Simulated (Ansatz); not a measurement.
BP: response to strain

The reference is BP in the zinc blende structure (space group F-43m, No. 216; a = 4.5366 Å). Axes: x, y, z lie along the cube axes.

Strains are applied to the cell and any free atomic positions relax.

Computed with Ansatz (a quantum-chemistry and plane-wave program) r2SCAN, no spin-orbit coupling.

Notes on the quantities. pressure: mean of the normal stresses, compression positive.

```tsv
variant	band gap	hole mass	pressure	smallest direct gap
base	1.41 eV	–	0.00 GPa	3.60 eV
uniaxial strain ε_zz = −3.00 %	0.88 eV	0.34 mₑ along z, 0.22 mₑ across (at Γ)	5.44 GPa	3.32 eV
uniaxial strain ε_zz = −2.50 %	0.97 eV	0.34 mₑ along z, 0.22 mₑ across (at Γ)	4.48 GPa	3.37 eV
uniaxial strain ε_zz = −2.00 %	1.06 eV	0.34 mₑ along z, 0.23 mₑ across (at Γ)	3.54 GPa	3.41 eV
uniaxial strain ε_zz = −1.50 %	1.15 eV	0.33 mₑ along z, 0.23 mₑ across (at Γ)	2.63 GPa	3.46 eV
uniaxial strain ε_zz = −1.00 %	1.24 eV	0.33 mₑ along z, 0.23 mₑ across (at Γ)	1.73 GPa	3.51 eV
uniaxial strain ε_zz = −0.50 %	1.32 eV	0.32 mₑ along z, 0.24 mₑ across (at Γ)	0.85 GPa	3.55 eV
```

Masses are band curvatures over ±0.01 Å⁻¹ around the edge. No phonon test of stability was made.
